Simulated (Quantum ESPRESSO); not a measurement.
Troubleshooting Quantum ESPRESSO: a failed run on AlNi₃Sb (P-6m2, 5 atoms in the cell). The aim is a self-consistent single point with DFT, PBEsol, plane waves, PSlibrary PAW (PBE) pseudopotentials.

Cell that was meant: a = 4.1190 Å, b = 4.1190 Å, c = 4.9385 Å, α = 90.00°, β = 90.00°, γ = 120.00°.

Part of the input:

```fortran
   celldm(1) = 7.7838004790,
   nat = 5,
   ntyp = 3,
   ecutwfc = 50.0,
   ecutrho = 300,
   occupations = 'smearing',
   smearing = 'cold',
[...]
Ni    0.0000000000    0.0000000000    0.7557400000
Ni    0.0000000000    0.0000000000    0.2442600000
Ni    0.6666666667    0.3333333333    0.5000000000
Sb    0,3333333333    0,6666666667    0,5000000000
K_POINTS {automatic}
9 9 7  0 0 0
CELL_PARAMETERS {alat}
```

Output (repeated stretches shortened):

```
     This program is part of the open-source Quantum ESPRESSO suite
     for quantum simulation of materials; please cite

[eval_infix.c] A parsing error occurred
helper string:
0,3333333333
error code:
Error: invalid token: ,

 %%%%%%%%%%%%%%%%%%%%%%%%%%%%%%%%%%%%%%%%%%%%%%%%%%%%%%%%%%%%%%%%%%%%%%%%%%%%%%
     Error in routine card_atomic_positions (1):
     Error while parsing atomic position card.
 %%%%%%%%%%%%%%%%%%%%%%%%%%%%%%%%%%%%%%%%%%%%%%%%%%%%%%%%%%%%%%%%%%%%%%%%%%%%%%

     stopping ...
```

Task: Read the log: what does the program object to, and what is the fix?

Result: The fault is decimal commas. The program does not read a comma as a decimal mark. To fix it, use decimal points. The program stopped before any SCF iteration.

The sound input it was made from differs as follows (other fixes are possible):
```diff
-   ecutwfc = 50.0,
+   ecutwfc = 50,
-Sb    0,3333333333    0,6666666667    0,5000000000
+Sb    0.3333333333    0.6666666667    0.5000000000
```

With that input, the run converged in 15 iterations: free energy E − TS -12655.4409 eV; Fermi level (on the code's own zero) 10.72 eV; pressure -4.71 GPa; largest force (vector length) 0.022 eV/Å (DFT, PBEsol, plane waves, PSlibrary PAW (PBE) pseudopotentials).

On the sound input: the starting cell comes from a database of computed structures (which also holds hypothetical and non-ambient phases and stackings), without a prior relaxation at this level. Spin polarisation is off. With a pressure of about -5 GPa the cell is away from its equilibrium volume at this level.
